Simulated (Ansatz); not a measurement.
Start from Hf (space group P6/mmm, No. 191; a = 4.919 Å, c = 3.061 Å; a cell from a computed database, its experimental status unchecked).

Computed with Ansatz (a quantum-chemistry and plane-wave program) PBEsol, no spin-orbit coupling.

One change was made to it. Results:

```
quantity                base    after
-------------------  -------  -------
lattice parameter a  4.919 Å  4.898 Å
c/a ratio              0.622    0.622
```

Task: Which change produced these results?
A) pressure −2 GPa
B) pressure 1.5 GPa
C) pressure −1 GPa
D) pressure 5 GPa

Result: B, pressure 1.5 GPa. For comparison, the lattice parameter a in the other runs: pressure 5 GPa gives 4.851 Å; pressure −1 GPa gives 4.934 Å; pressure −2 GPa gives 4.950 Å.

Load acts through the strain it causes; cell and atoms are relaxed under it. No phonon test of stability was made. Competing high-pressure phases were not computed. All final runs are without spin polarisation. This is not the structure that Hf has at room temperature and ambient pressure.
